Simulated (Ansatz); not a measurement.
Start from Cu3N (space group Pm-3m, No. 221; a = 3.721 Å). Axes: x, y, z lie along the cube axes.

All numbers come from LDA (Ansatz, a quantum-chemistry and plane-wave program; PAW; 420 eV plane waves; no spin-orbit coupling).

Strains are applied to the cell and any free atomic positions relax; under biaxial strain the out-of-plane vector relaxes too.

One change was made to it. Results:

| quantity | base | after |
|---|---|---|
| shortest interatomic distance | 1.860 Å | 1.855 Å |
| pressure (mean of the normal stresses, compression positive) | 0.0 GPa | 1.5 GPa |
| band gap | zero | zero |
| energy relative to the base (free energy F) | 0 meV/atom | +3.4 meV/atom |

Question: Name the change that was made.
A) biaxial strain −0.50 %, plane normal [111], relaxed out of plane
B) biaxial strain −2.00 %, plane normal [111], relaxed out of plane
C) biaxial strain −1.00 %, plane normal [111], relaxed out of plane

Answer: B, biaxial strain −2.00 %, plane normal [111], relaxed out of plane. For comparison, the energy relative to the base in the other runs: biaxial strain −0.50 %, plane normal [111], relaxed out of plane gives +0.2 meV/atom; biaxial strain −1.00 %, plane normal [111], relaxed out of plane gives +0.8 meV/atom.

Stability against distortions was not tested. The final runs are not spin-polarised. The zero or small gap of Cu3N can change with the level of theory.
